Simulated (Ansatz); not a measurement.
**A self-consistent single point of BeSe (Pm-3m, 2 atoms in the cell) with Ansatz (an electronic-structure program)**

Level of theory: LDA (PW92), default PAW files made with PBE (plane waves; Ansatz).

The input file:

Ansatz 0.2 input:
```yaml
# BeSe
crystal:
  lattice:
    - [2.824298, 0.000000, 0.000000]
    - [0.000000, 2.824298, 0.000000]
    - [0.000000, 0.000000, 2.824298]
  atoms:
    - { symbol: Be, position: [0.000000, 0.000000, 0.000000] }
    - { symbol: Se, position: [0.500000, 0.500000, 0.500000] }
basis:
  ecutwfc: 420.0
kpoints:
  mp_grid: { grid: [12, 12, 12] }
hamiltonian:
  xc: lda
  pseudopotentials: { kind: paw }
scf:
  occupations: { method: cold, width: 0.136 }
output:
  forces: true
  eigenvalues: true
  stress: true
```

Log, with long lists cut:

```
WARN ansatz: RAYON_NUM_THREADS=1 ignored (pool sized by the plan → 1); use --threads N
Pseudopotentials: kind: paw
Pseudopotential: Be, paw, valence charge 2
Pseudopotential: Se, paw, valence charge 16
Crystal: 2 atoms, lattice volume = 22.528 Å³
Basis set: ecut = 420 eV, 461 PW (Γ)
Bands: 13, of which v1, the nominal top of the filled ones, is band 9 counted from 1 (8 counted from 0)
Symmetry: 48 space group operations
Space group: Pm-3m (ITA 221), of the structure as read, at distance tolerance 2.8e-5 Å
k-points: 84 of 1728
PAW frozen core: Be, regenerated for the run's functional, and the local potential with it
PAW frozen core: Se, regenerated for the run's functional, and the local potential with it
Initial density: superposition of atomic densities (neutral atoms: chi_scale 0, normalization atom), corrected by the library's trained network
Initial wavefunctions: pseudopotential atomic-orbital guess
Eigensolver: davidson
Functional: x = slater, c = lda
SCF iter   1: F=—  HF=-5470.098824 eV  |F-HF|=—  |Δ(HF+E_count)|=         —  Δρ=7.67e-3  dr2=1.94e-2  ethr=1.77e-3  ⟨swp⟩=5.3  Hψ=6175  notcnv=0
all-band conjugate gradients solve this SCF's bands
preconditioner: auto → none
SCF iter   2: F=—  HF=-5470.093595 eV  |F-HF|=—  |Δ(HF+E_count)|=   5.23e-3  S|Δr|=    0.00e0  Δρ=4.72e-3  dr2=6.74e-3  ethr=1.08e-4  ⟨swp⟩=1.0  Hψ=1764  notcnv=0
SCF iter   3: F=—  HF=-5470.091115 eV  |F-HF|=—  |Δ(HF+E_count)|=   2.48e-3  S|Δr|=    0.00e0  Δρ=5.98e-4  dr2=2.52e-5  ethr=3.74e-5  ⟨swp⟩=2.1  Hψ=1363  notcnv=0
SCF iter   4: F=—  HF=-5470.091046 eV  |F-HF|=—  |Δ(HF+E_count)|=   6.89e-5  S|Δr|=    0.00e0  Δρ=1.47e-4  dr2=2.99e-6  ethr=1.40e-7  ⟨swp⟩=2.0  Hψ=1846  notcnv=0
SCF iter   5: F=-5470.091045 eV  HF=-5470.091045 eV  |F-HF|=4.57e-9  |Δ(HF+E_count)|=   1.18e-6  S|Δr|=    0.00e0  Δρ=1.30e-5  dr2=1.10e-8  ethr=5.56e-10  ⟨swp⟩=3.9  Hψ=4890  notcnv=0
SCF 1 converged in 5 iterations: F = -5470.091045 eV  dr2 = 1.10e-8
SCF converged after 5 iterations
Stability not checked (fill_not_monotonic)
Free energy (F): -5470.091045 eV
Harris-Foulkes:  -5470.091045 eV  (|F-HF|=4.57e-9)
Internal energy: -5470.092727 eV  (E = F + TS)
E sigma→0 (E₀):  -5470.091605 eV
Entropy (-TS):   0.001682 eV (0.841 meV/atom)
Fermi energy:    14.648888 eV
--- Per-component energies (eV) ---
  E_band       = -282.984051
  E_kinetic    = 146.081614
  E_local      = -2096.539104  (includes V_loc(G=0)·N_el)
  E_nonlocal   = -582.866074
  E_hartree    = 1081.533667
  E_xc         = -126.642675
  E_vxc        = -123.804307  (∫ρ·V_xc dr)
  E_paw        = -1882.500075  (= ΣΔE_a)
  E_vpaw       = 211.075733  (= ΣTr[D̂ρ^β])
  E_aug_tail   = -0.000606  (compensation charges beyond the density's cutoff)
  E_ewald      = -2011.407123
  E_core_change = 2.247649  (= ΣΔE_core)
  E_smearing   = 0.001682  (= −TS)
  E_closure    = 0.000000  (closes the sum)
  Σ components = -5470.091045   (vs F -5470.091045, Δ=0.00e0)
--- Forces (eV/Å), atoms counted from 1 ---
  atom   1  Be    -0.00000000     0.00000000     0.00000000
  atom   2  Se     0.00000000    -0.00000000    -0.00000000
  max |Σ_I F_I| component: 1.25e-29 eV/Å
--- Stress (GPa, compression-positive) ---
       30.366083       0.000000      -0.000000
        0.000000      30.366083       0.000000
        0.000000       0.000000      30.366083
  P = ⅓ Tr σ = 30.3661 GPa (303.661 kbar)
  The stress holds the Pulay correction. Without it, at fixed plane waves, as pw.x and ABINIT print it: P = 30.3266 GPa
--- Band table (eV; the first three rows and the last of 84) ---
  k-point 0: bands = ["-34.2182", "-34.2182", "-34.1902", "-34.1902", "-34.1902", "-3.6559", "12.9118", "12.9118", "12.9118", "17.7475", "19.3200", "19.3200", "26.4071"]
  k-point 1: bands = ["-34.2182", "-34.2165", "-34.1907", "-34.1907", "-34.1902", "-3.5523", "11.8355", "13.0259", "13.0259", "18.0035", "19.4401", "20.4264", "25.9384"]
  k-point 2: bands = ["-34.2180", "-34.2117", "-34.1920", "-34.1920", "-34.1901", "-3.2479", "9.8333", "13.3628", "13.3628", "18.2351", "19.7982", "23.0486", "24.7226"]
  k-point 83: bands = ["-34.2048", "-34.2048", "-34.2048", "-34.1775", "-34.1775", "3.6540", "9.2968", "9.2968", "9.2968", "13.1834", "13.1834", "13.1834", "18.5398"]
```

The run converged in 5 iterations.

The starting cell was generated: these elements placed on a structure prototype, without a prior relaxation; it need not be a known phase or ordering of this composition. With a pressure of about 30 GPa the cell is away from its equilibrium volume at this level. Ansatz's pressure includes its estimate of the finite-basis (Pulay) stress. The run gives no clean gap (levels at the Fermi energy touch, overlap or are partly filled at this smearing), which alone does not show that the compound is a metal.
